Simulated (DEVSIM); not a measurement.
Device: abrupt Si p-n junction, at 300 K.

Layer 1 from the left is Si, thickness (μm) 23.0, Na (cm⁻³) 1.2e18, τn (s) 3.4e-7, τp (s) 3.4e-7. Layer 2 from the left is Si, thickness (μm) 140, Nd (cm⁻³) 2.8e14, τn (s) 3.4e-7, τp (s) 3.4e-7.

Left contact: ohmic. Right contact: ohmic. Voltage is applied to the left contact. Recombination: SRH at mid-gap, radiative, Auger. Mobility is constant in doping.

Constants are typed, rounded textbook-type inputs, not results; the design itself was drawn at random and stands for no fabricated device. Values at 300 K.

Si: gap (eV) 1.124, affinity (eV) 4.05, permittivity 11.7, Nc (cm⁻³) 2.86e19, Nv (cm⁻³) 3.1e19, μn (cm²/Vs) 1417, μp (cm²/Vs) 470, B (cm³/s) 4.7e-15, Cn (cm⁶/s) 2.8e-31, Cp (cm⁶/s) 9.9e-32.

Problem. Estimate by hand the built-in potential, the peak field at zero bias, the capacitance at -6 V, and compare with a numerical solution.

Solution. 
- Built-in potential: ni = √(Nc Nv) exp(−Eg/2kT) = 1.08e10 cm⁻³ with Eg = 1.124 eV; Vbi = kT/q ln(Na Nd/ni²) = 0.742 V; numerical 0.742 V.
- Peak field at zero bias: depletion approximation: W = √(2εVbi/(qN)) = 1.85 μm with N = 2.80e14 cm⁻³; field = 2Vbi/W = 8010 V/cm; numerical 59900 V/cm (estimate below by 87 %).
- Capacitance at -6 V: C = √(qεN / 2(Vbi + |V|)) = 1.86 nF/cm²; numerical 1.87 nF/cm² (estimate below by 0.87 %).

Model (solved in DEVSIM): 1D drift-diffusion, Boltzmann statistics, complete ionisation; no tunnelling, impact ionisation, image-force lowering or self-heating.
